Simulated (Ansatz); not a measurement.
Ladder of methods for the bulk modulus B0 of C11b MoSi₂

Reference value: 222 ± 2 GPa (measured, room temperature, not corrected to a static lattice, B' = 4; as tabulated in Structural stability of MoSi2 and Mo5Si3 under high pressure, Chin. Phys. B 26 …).

```tsv
level (code)	value (GPa)	cell (Å³/atom)
LDA (Ansatz)	225	13.06
PBE (Ansatz)	204	13.58
PBE-D4 (Ansatz)	220	13.19
PBEsol-D3(BJ) (Ansatz)	235	12.88
r²SCAN (Ansatz)	…	13.36
```

Q: Some entries are withheld; supply them.

A: 
- r²SCAN (Ansatz, an electronic-structure program), value (GPa): 217

Differences against the reference: LDA +1.4 %, PBE -8.1 %, PBE-D4 -0.9 %, PBEsol-D3(BJ) +5.9 %, r²SCAN -2.3 %.

The reference is not for a static lattice or low temperature, so close values are not ranked against it.

The measured value isn't corrected to a static lattice, so vibrations enter the comparison. A static lattice is as a rule stiffer than a warm one, by over a tenth in soft solids.  Each level is taken at its own relaxed cell. Cutoffs differ between the levels. Ansatz's density-functional and Hartree–Fock values are scalar-relativistic unless marked +SOC, with PAW data made under PBE.

Differences are worked out from the printed values.
